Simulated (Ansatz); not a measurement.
Start from MgO in the rock salt structure (space group Fm-3m, No. 225; a = 4.2044 Å).

The change: full substitution O → S, then cell and atoms are relaxed.

Levels (all Ansatz, a first-principles code, PAW): r2SCAN (500 eV, spin-orbit coupling left out); HSE06 (420 eV, without spin-orbit coupling).

The geometry is relaxed with r2SCAN.

```
Item              Result
---------------  -------
r2SCAN band gap  3.46 eV
```

With HSE06 at the same geometry, the band gap goes up by 0.34 eV to 3.80 eV.

Single points use the geometry relaxed with r2SCAN. HSE06 was sampled on its mesh, a few special points and the semilocal edge points, so its gap is an upper bound. Whether these cells are dynamically stable was not tested.
